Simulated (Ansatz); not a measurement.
Take C in the diamond structure (space group Fd-3m, No. 227; a = 3.560 Å) as the base.

Levels (all Ansatz, a program for electronic structure, PAW): r2SCAN (500 eV, no spin-orbit coupling); HSE06 (420 eV, spin-orbit coupling left out).

The geometry is relaxed with r2SCAN.

* **r2SCAN lowest conduction level above the VBM at special points**: X 5.03 eV; Γ 5.90 eV; K 6.00 eV

### Question
Predict the lowest conduction level above the VBM at special points from HSE06.

### Answer
The lowest conduction level above the VBM at special points changes from X 5.03 eV; Γ 5.90 eV; K 6.00 eV to X 5.93 eV; Γ 6.99 eV; K 6.91 eV.

Single points use the geometry relaxed with r2SCAN. HSE06 gaps are upper bounds (no full band path). The levels and masses belong to the bands next to the band gap. Whether these cells are dynamically stable was not tested.
